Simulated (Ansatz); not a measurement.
## O on the 1x1 (10-10) surface of wurtzite ZnO (cut with top plane O + Zn), one in a 2x1 cell, started at the site 'top Zn #2'

Host crystal: wurtzite ZnO, with a band gap (PBE, scalar-relativistic without spin-orbit coupling).

Level of theory: HSE06, at the PBE geometry and the start's symmetry (plane waves to 420 eV, PAW; Ansatz, an electronic-structure program).

Model: 33-atom slab, 9.4 Å thick at the start under the adsorbate (thin: gaps and levels are the slab's own), 3x3x1 mesh, Fermi-Dirac 0.01 eV, dipole correction, single point; on the structure that PBE left under its start's symmetry; spin-polarised, ending with about 2.0 μB a cell; orders that need a larger cell were not tried, no spin-orbit, no U, no dispersion correction. The program's check for a lower electronic state was not made. It is one chosen start, not shown to be the lowest state of the adsorbate.

```json
{
 "adsorption energy against ½ O2(g) at the same level": "2.65 eV",
 "change_of_the_step_from_the_bottom_to_the_top_vacuum_level_against_the_clean_slab": "0.17 eV",
 "height of the binding atom over the mean of the host atoms within 0.3 Å of the top one": "1.534 Å",
 "magnetic_moment_of_the_cell": "2.00 μB",
 "nearest_host_atoms_of_the_binding_atom": "Zn at 2.13 Å, O at 2.44 Å, O at 2.44 Å"
}
```

A negative adsorption energy means that the adsorbate is more stable on the surface than in its reference.
